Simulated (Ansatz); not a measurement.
## Response to strain in Ir

Base system: Ir in the fcc (Cu type) structure (space group Fm-3m, No. 225; a = 3.831 Å; relaxed with 0.1 eV smearing). Axes: x, y, z lie along the cube axes.

Strains are applied to the cell and any free atomic positions relax.

All numbers come from PBEsol (Ansatz, an electronic-structure program), no spin-orbit coupling.

Notes on the quantities. energy relative to the base: free energy F; pressure: mean of the normal stresses, compression positive.

```
change                          volume per atom  energy relative to the base  pressure
------------------------------  ---------------  ---------------------------  --------
base                                   14.06 Å³                   0 meV/atom   0.0 GPa
uniaxial strain ε_zz = −3.00 %         13.64 Å³                 +27 meV/atom  12.9 GPa
uniaxial strain ε_zz = −2.00 %         13.78 Å³                 +12 meV/atom   8.3 GPa
uniaxial strain ε_zz = −1.00 %         13.92 Å³                +2.9 meV/atom   4.0 GPa
uniaxial strain ε_zz = −0.50 %         13.99 Å³                +0.7 meV/atom   2.0 GPa
uniaxial strain ε_zz = +0.50 %         14.13 Å³                +0.7 meV/atom  -1.9 GPa
uniaxial strain ε_zz = +1.00 %         14.20 Å³                +2.8 meV/atom  -3.7 GPa
uniaxial strain ε_zz = +1.50 %         14.27 Å³                            ?         ?
uniaxial strain ε_zz = +2.00 %         14.34 Å³                 +11 meV/atom  -7.2 GPa
uniaxial strain ε_zz = +2.50 %         14.41 Å³                 +17 meV/atom  -8.8 GPa
```

### Question
What belongs in the blanks?

### Answer

- uniaxial strain ε_zz = +1.50 %, energy relative to the base: +6.1 meV/atom
- uniaxial strain ε_zz = +1.50 %, pressure: -5.5 GPa

Stability against distortions was not tested. The final runs are not spin-polarised.
